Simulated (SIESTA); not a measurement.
Band structure of CdCo₂N₂ (C2/m, 5 atoms in the cell).

```xyz
5
Lattice="2.6551 -1.5321 0.0000 2.6551 1.5321 0.0000 -1.9131 0.0000 8.2997" Properties=species:S:1:pos:R:3 pbc="T T T"
Cd     1.6986     0.0000     4.1499
Co     1.7714     0.0000     0.8568
Co     1.6258     0.0000     7.4429
N     -0.1441     0.0000     7.0346
N      3.5412     0.0000     1.2651
```

Level of theory: GGA PBEsol, numerical atomic orbitals DZP, PseudoDojo PBEsol standard norm-conserving potentials (rewritten from UPF to PSML) (SIESTA).

Settings: XC.functional = GGA; XC.authors = PBEsol; potentials = PseudoDojo PBEsol standard; PAO.BasisSize = DZP; PAO.EnergyShift = 0.005 Ry; MeshCutoff = 400 Ry; kgrid.MonkhorstPack = 10 10 3; OccupationFunction = FD; ElectronicTemperature = 1160.45 K; MaxSCFIterations = 150; SCF.Mixer.Method = Pulay; SCF.Mixer.Weight = 0.25; SCF.Mixer.History = 8; SCF.DM.Tolerance = 1.0E-04.

The starting cell comes from a database of computed structures (which also holds hypothetical and non-ambient phases and stackings), without a prior relaxation at this level. Spin polarisation is off, so a magnetic state, if there is one, cannot be reached. Values carry the incompleteness of an atom-centred basis.

Levels in eV from the Fermi level, bands 29 to 34:
```
point     29     30     31     32     33    34
-----  -----  -----  -----  -----  -----  ----
Γ      -1.64  -1.12  -1.12   1.22   2.60  2.74
Y      -1.41  -1.23  -1.18  -0.55  -0.21  0.61
F      -1.42  -1.24  -1.18  -0.54  -0.23  0.51
L      -1.51  -1.27  -1.18  -0.55  -0.22  0.33
I      -1.22  -1.20  -0.88  -0.76   0.38  0.40
I1     -1.22  -1.20  -0.88  -0.76   0.38  0.40
Z      -1.94  -1.12  -1.12   1.59   1.90  2.74
F1     -1.42  -1.24  -1.18  -0.54  -0.23  0.51
X1     -1.22  -1.20  -0.86  -0.78   0.39  0.41
X      -1.22  -1.20  -0.86  -0.78   0.39  0.41
N      -1.49  -1.27  -1.18  -0.55  -0.19  0.33
M      -1.42  -1.23  -1.18  -0.55  -0.18  0.63
```

Bands cross the Fermi level along this path, so the cell is metallic at this level.

Higher empty bands are left out: an atom-centred basis made for the valence describes them poorly.
